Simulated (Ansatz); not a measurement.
We consider NbSi (model structure, started from the NbAs type, I4₁md, No. 109, 4 atoms in the cell), described by PBE (PAW; Ansatz, a first-principles code).

Numerical settings: plane-wave cutoff 520 eV, 22×22×22 k mesh, Fermi–Dirac smearing 0.05 eV, no spin polarisation, scalar-relativistic PAW data made under PBE.

Cell (relaxed at this level):

Space group I4₁md (No. 109); a = b = 3.4125 Å, c = 11.8383 Å, α = β = γ = 90.00°

```json
[
 {"atom": "Nb", "site": "4a", "symmetry": "2mm.", "x": "0.0000", "y": "0.0000", "z": "0.2509"},
 {"atom": "Si", "site": "4a", "symmetry": "2mm.", "x": "0.0000", "y": "0.0000", "z": "0.6651"}
]
```
(The calculation used a cell of 4 atoms; values per cell refer to that cell.)

Q: Estimate the bulk modulus that the calculation returns.

A: 
* **bulk modulus**: 153 GPa

Note: the run has no spin polarisation, so it can have missed a magnetic state; the bulk modulus is −V dP/dV from two relaxed cells at ±2 % in volume; the relaxation could raise the start's symmetry but not lower it, so the cell can be a saddle point.

The result took about 12 core-minutes (a rough figure).

A model structure was made by putting elements into a prototype or built by hand; it is no filed structure, need not be a known phase, and can be a saddle point held by its symmetry.
